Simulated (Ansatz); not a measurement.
## CoGa (Pm-3m): band-structure transport figures

Here is the system:

```
CoGa
1.0
    2.83983     0.00000     0.00000
    0.00000     2.83983     0.00000
    0.00000     0.00000     2.83983
Ga Co
1 1
Direct
  0.50000   0.50000   0.50000
  0.00000   0.00000   0.00000
```

These are r2SCAN, rigid bands (plane waves, PAW, scalar-relativistic; Ansatz, a program for electronic structure) values and carry that method's errors. Condition of this run: functional r2SCAN on the same cell. How the cell was made: cell and atoms relaxed with PBEsol.

```yaml
density of states at the Fermi level: 0.879 states/(eV·cell), both spins
bare Sommerfeld coefficient: 1.04 mJ/(mol of atoms·K²)
drude_plasma_energy: 4.1 eV
root-mean-square Fermi velocity: 4.1e5 m/s
resistivity times τ: 29 ×10⁻²² Ω·m·s
```

A metal at this level (no band gap); rigid bands, thermally averaged at 300 K, both spins. Spin-orbit coupling is left out. τ is one relaxation time for all states.

Formula and space group known from diffraction (Crystallography Open Database), not checked to be the room-temperature form: CoGa (Pm-3m). Treated as nonmagnetic (a ferromagnetic start lost its moment, other orders weren't tried): CoGa (Pm-3m).
